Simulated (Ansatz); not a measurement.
## A computed series for C: pressure series

The reference is C in the diamond structure (space group Fd-3m, No. 227).

```cif
data_C8
_chemical_formula_sum 'C8'
_space_group_name_H-M_alt 'Fd-3m :1'
_space_group_IT_number 227
_space_group_name_Hall 'F 4d 2 3 -1d'
_cell_length_a 3.57158
_cell_length_b 3.57158
_cell_length_c 3.57158
_cell_angle_alpha 90.000
_cell_angle_beta 90.000
_cell_angle_gamma 90.000
loop_
_atom_site_label
_atom_site_type_symbol
_atom_site_symmetry_multiplicity
_atom_site_Wyckoff_symbol
_atom_site_fract_x
_atom_site_fract_y
_atom_site_fract_z
_atom_site_occupancy
C1 C 8 b 0.50000 0.50000 0.50000 1
```
(The calculation used a cell of 2 atoms; values per cell refer to that cell.)

Cell and atoms are relaxed at each pressure.

The values are results of PBE (Ansatz, a program for electronic structure; PAW; 420 eV plane waves; no spin-orbit coupling), not measurements.

Notes on the quantities. enthalpy: H = E + PV relative to the base's energy.

```tsv
variant	width of the top valence band	enthalpy	density
base	8.29 eV	–	3.50 g/cm³
pressure −2 GPa	8.25 eV	-0.07 eV/atom	3.49 g/cm³
pressure −1 GPa	8.27 eV	-0.04 eV/atom	3.49 g/cm³
pressure 0.9 GPa	8.31 eV	+0.03 eV/atom	3.51 g/cm³
pressure 2.1 GPa	8.33 eV	+0.07 eV/atom	3.52 g/cm³
pressure 4.5 GPa	8.38 eV	+0.16 eV/atom	3.54 g/cm³
pressure 9 GPa	8.46 eV	+0.32 eV/atom	3.57 g/cm³
pressure 15 GPa	8.58 eV	+0.52 eV/atom	3.62 g/cm³
pressure 22.5 GPa	8.71 eV	+0.78 eV/atom	3.67 g/cm³
pressure 30 GPa	8.84 eV	+1.03 eV/atom	3.73 g/cm³
```

The levels and masses belong to the bands next to the band gap. Load acts through the strain it causes; cell and atoms are relaxed under it. No phonon test of stability was made. Competing high-pressure phases were not computed.
